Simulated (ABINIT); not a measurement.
Sensitivity of a calculation on NaFeN (P6_3mc, 6 atoms in the cell) to its settings

```
CELL_PARAMETERS angstrom
      2.94851     0.00000     0.00000
     -1.47426     2.55349     0.00000
      0.00000     0.00000     9.57791
ATOMIC_POSITIONS crystal
  Na 0.66667 0.33333 0.76069
  Na 0.33333 0.66667 0.26069
  Fe 0.00000 0.00000 0.51817
  Fe 0.00000 0.00000 0.01817
  N  0.33333 0.66667 0.56578
  N  0.66667 0.33333 0.06578
```

Base run A: LDA (PW92), PAW (JTH v2.0 LDA PAW) (ABINIT), self-consistent single point.

Its settings: pseudos = [Na.LDA_PW-JTH.xml, Fe.LDA_PW-JTH.xml, N.LDA_PW-JTH.xml]; ecut = 30 Ha; pawecutdg = 60 Ha; ixc = 7; occopt = 7; tsmear = 0.05 eV; ngkpt = 5 5 2; nshiftk = 1; shiftk = 0 0 0; potentials = JTH v2.0 LDA PAW; nband = 39; kptopt = 1; nstep = 60; tolvrs = 1e-11.

The starting cell comes from a database of computed structures (which also holds hypothetical and non-ambient phases and stackings), without a prior relaxation at this level. Its lattice was rescaled by a random factor within 2.5 % of one.

ΔF is the free energy per atom less that of run A. A dash stands where there is no value to compare (another energy zero or no entropy term, no result, no spin, no clean gap, or a mesh too coarse for one). Total energies depend on the potentials, the functional and any Hubbard or dispersion term, so they are compared only between runs that share all of them.

These are the values that this program gave, and no reference: the one-centre exchange-correlation terms come from a truncated expansion.

Run A gave: pressure (GPa) -1.73; largest force (eV/Å) 0.082; gap on the mesh (eV) 0.725; k-points 10.

Runs:
- B: tolvrs: 1e-11 → default; toldfe: default → 3.7e-06 Ha
- C: pseudos: [Na.LDA_PW-JTH.xml, Fe.LDA_PW-JTH.xml, N.LDA_PW-JTH.xml] → [Na.GGA_PBE-JTH.xml, Fe.GGA_PBE-JTH.xml, N.GGA_PBE-JTH.xml]; ixc: 7 → -116133; ngkpt: 5 5 2 → 7 7 2; potentials: JTH v2.0 LDA PAW → JTH v2.0 PBE PAW [PBEsol]
- D: tsmear: 0.05 eV → 0.025 eV
- E: usepawu: default → 1; lpawu: default → -1 2 -1; upawu: default → 0 2 0 eV; jpawu: default → 0 0 0 eV [LDA (PW92)+U]
- F: opposed starting moments (0 0 4 -4 0 0 μB); nsppol: default → 2
- G: wfoptalg: default → 114; paral_kgb: default → 1; bandpp: default → 1
- H: ecutsm: default → 0.25 Ha
- I: pseudos: [Na.LDA_PW-JTH.xml, Fe.LDA_PW-JTH.xml, N.LDA_PW-JTH.xml] → [Na.upf, Fe.upf, N.upf]; ecut: 30 Ha → 45 Ha; pawecutdg: 60 Ha → default; potentials: JTH v2.0 LDA PAW → PseudoDojo nc-sr-04 LDA standard
- J: npulayit: default → 15

Task: What does run H change against A?

Result: The free energy hardly moves (within 1 meV/atom), the pressure goes from -1.73 to -1.07 GPa, the largest force stays at 0.082 eV/Å and the gap on the mesh stays at 0.725 eV.

| run | ΔF (meV/atom) | pressure (GPa) | largest force (eV/Å) | gap on the mesh (eV) | k-points |
|---|---|---|---|---|---|
| A | 0.00 | -1.73 | 0.082 | 0.725 | 10 |
| B | 0.00 | -1.76 | 0.085 | 0.725 | 10 |
| C | – | 3.47 | 0.186 | 0.547 | 16 |
| D | 0.00 | -1.73 | 0.082 | 0.725 | 10 |
| E | – | -1.94 | 0.161 | 0.761 | 10 |
| F | 0.00 | -1.73 | 0.082 | 0.725 | 10 |
| G | 0.00 | -1.73 | 0.082 | 0.725 | 10 |
| H | 0.28 | -1.07 | 0.082 | 0.725 | 10 |
| I | – | -1.45 | 0.058 | 0.712 | 10 |
| J | 0.00 | -1.73 | 0.082 | 0.725 | 10 |
